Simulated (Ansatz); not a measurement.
Reference: BN (F-43m), r2SCAN, rigid bands (plane waves, PAW, scalar-relativistic; Ansatz, a first-principles code); geometry: cell and atoms relaxed with PBEsol.

```
BN
1.0
    0.00000     1.80255     1.80255
    1.80255     0.00000     1.80255
    1.80255     1.80255     0.00000
B N
1 1
Direct
  0.00000   0.00000   0.00000
  0.75000   0.75000   0.75000
```

| Quantity | Result |
|---|---|
| band gap | 5.00 eV |
| electron conductivity mass | 0.38 mₑ |
| hole conductivity mass | 0.67 mₑ |
| Seebeck coefficient, n-type 1e19 cm⁻³ | -281 μV/K |

Question: Swap N for P, keeping the structure type. How do these values move?

Answer: BP (F-43m): volume per atom 5.9 to 11.5 Å³; band gap falls (5.00 eV to 1.39 eV); electron conductivity mass falls (0.38 mₑ to 0.32 mₑ); hole conductivity mass falls (0.67 mₑ to 0.36 mₑ); Seebeck coefficient, n-type 1e19 cm⁻³ rises in size (-281 μV/K to -336 μV/K).

Moves up to 5 % count as about the same. Masses are for dilute carriers at 300 K, harmonic means over directions unless an axis is named. Seebeck coefficients are for the stated density at 300 K, with one relaxation time for all states and whether or not that doping can be reached. Spin-orbit coupling is left out.
